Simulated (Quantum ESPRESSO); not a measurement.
Input and output of a self-consistent single point for As (P-1, 2 atoms in the cell) (Quantum ESPRESSO).

Level of theory: PBE, SSSP 1.1.2 precision (PBE) pseudopotentials (plane waves; Quantum ESPRESSO).

The change in words: lattice scaled by 0.98. Reference geometry:
```
As
1.0
    1.87741     1.08392     3.70434
   -1.87741     1.08392     3.70434
    0.00000    -2.16785     3.70434
As
2
Direct
  0.21578   0.22546   0.22706
  0.78422   0.77454   0.77294
```

Reference input (self-consistent single point, DFT, PBE, plane waves, SSSP 1.1.2 precision (PBE) pseudopotentials): ecutwfc = 45 Ry; ecutrho = 360 Ry; occupations = smearing; smearing = fermi-dirac; degauss = 0.0073499 Ry; potentials = {As: As.pbe-n-rrkjus_psl.0.2.UPF}; K_POINTS = automatic 7 7 7 0 0 0; conv_thr = 1e-10 Ry. This run's input differs from it in these lines:

```diff
@@ -25,4 +25,4 @@
 ATOMIC_POSITIONS {angstrom}
-As   -0.0181658192   -0.0139674318    2.4756084171
-As    0.0181658192    0.0139674318    8.6374025829
+As   -0.0178025047   -0.0136878620    2.4260960750
+As    0.0178025047    0.0136888620    8.4646539250
 K_POINTS {automatic}
@@ -30,5 +30,5 @@
 CELL_PARAMETERS {angstrom}
-   1.8774100000     1.0839230000     3.7043370000
-  -1.8774100000     1.0839230000     3.7043370000
-   0.0000000000    -2.1678460000     3.7043370000
+   1.8398620000     1.0622450000     3.6302500000
+  -1.8398620000     1.0622450000     3.6302500000
+   0.0000000000    -2.1244890000     3.6302500000
```

Output (repeated stretches shortened):

```
     Self-consistent Calculation

     iteration #  1     ecut=    45.00 Ry     beta= 0.70

---- Real-time Memory Report at c_bands before calling an iterative solver
            91 MiB given to the printing process from OS
            59 MiB allocation reported by mallinfo(arena+hblkhd)
------------------

     Threshold (ethr) on eigenvalues was too large:
     Diagonalizing with lowered threshold

---- Real-time Memory Report at c_bands before calling an iterative solver
           112 MiB given to the printing process from OS
            82 MiB allocation reported by mallinfo(arena+hblkhd)
------------------

   [... lines left out ...]

---- Real-time Memory Report at c_bands before calling an iterative solver
           112 MiB given to the printing process from OS
            84 MiB allocation reported by mallinfo(arena+hblkhd)
------------------

     total energy              =     -36.39213064 Ry
     estimated scf accuracy    <          1.1E-09 Ry

     iteration #  7     ecut=    45.00 Ry     beta= 0.70

---- Real-time Memory Report at c_bands before calling an iterative solver
           112 MiB given to the printing process from OS
            84 MiB allocation reported by mallinfo(arena+hblkhd)
------------------
     End of self-consistent calculation

     the Fermi energy is     7.9180 ev

!    total energy              =     -36.39213064 Ry
     estimated scf accuracy    <          9.1E-12 Ry
     smearing contrib. (-TS)   =      -0.00040799 Ry
     internal energy E=F+TS    =     -36.39172265 Ry

     convergence has been achieved in   7 iterations

     Forces acting on atoms (cartesian axes, Ry/au):

     atom    1 type  1   force =     0.01043574    0.00830075    0.04402262
     atom    2 type  1   force =    -0.01043574   -0.00830075   -0.04402262

     Total force =     0.065051     Total SCF correction =     0.000001

          total   stress  (Ry/bohr**3)                   (kbar)     P=       80.62
   0.00057572  -0.00004456   0.00008137           84.69       -6.55       11.97
  -0.00004456   0.00064661   0.00006423           -6.55       95.12        9.45
   0.00008137   0.00006423   0.00042180           11.97        9.45       62.05

   JOB DONE.
```

The run converged in 7 iterations. Against the reference run the free energy goes up by 43.9 meV/atom, the pressure goes from 2.77 to 8.06 GPa and the largest force goes from 0.690 to 1.183 eV/Å.

The starting cell comes from a database of computed structures (which also holds hypothetical and non-ambient phases and stackings), without a prior relaxation at this level. Its atoms were displaced at random from the sites of space group no. 166. For this run, on top of that: lattice scaled by 0.98. With a pressure of about 8 GPa the cell is away from its equilibrium volume at this level. Forces in this geometry exceed 1 eV/Å.
